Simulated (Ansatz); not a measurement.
Base system: BN (space group P6_422, No. 181; a = 2.5952 Å, c = 5.7967 Å; a hypothetical phase, not in the database extracts checked). Axes: x lies along a and z along c of the hexagonal cell.

One thing is altered: strain tensor (xx, yy, zz, yz, xz, xy) = (−0.58, +0.79, −0.05, −0.80, +0.19, +1.25) %, atoms relaxed at fixed cell.

Levels (all Ansatz, an electronic-structure program, PAW): PBEsol (420 eV, without spin-orbit coupling); r2SCAN (500 eV, spin-orbit coupling left out).

The geometry is relaxed with PBEsol.

* **PBEsol lowest conduction level above the VBM at special points**: T₂ 3.31 eV; Z 3.67 eV; Y 3.70 eV; R₂ 4.56 eV
* **PBEsol smallest direct gap**: 6.05 eV
* **PBEsol width of the top valence band**: 2.95 eV

Q: How does going to r2SCAN change the lowest conduction level above the VBM at special points, smallest direct gap and width of the top valence band?

A: The lowest conduction level above the VBM at special points goes from T₂ 3.31 eV; Z 3.67 eV; Y 3.70 eV; R₂ 4.56 eV to T₂ 3.95 eV; Z 4.31 eV; Y 4.33 eV; R₂ 5.20 eV; the smallest direct gap grows by 0.78 eV (6.05 eV → 6.83 eV); the width of the top valence band grows by 0.154 eV (2.95 eV → 3.11 eV).

Single points use the geometry relaxed with PBEsol. Stability against distortions was not tested. The base started in P3_121 and relaxed to P6_422 at this level. Labels are those of the standard path for the cell's own space group.
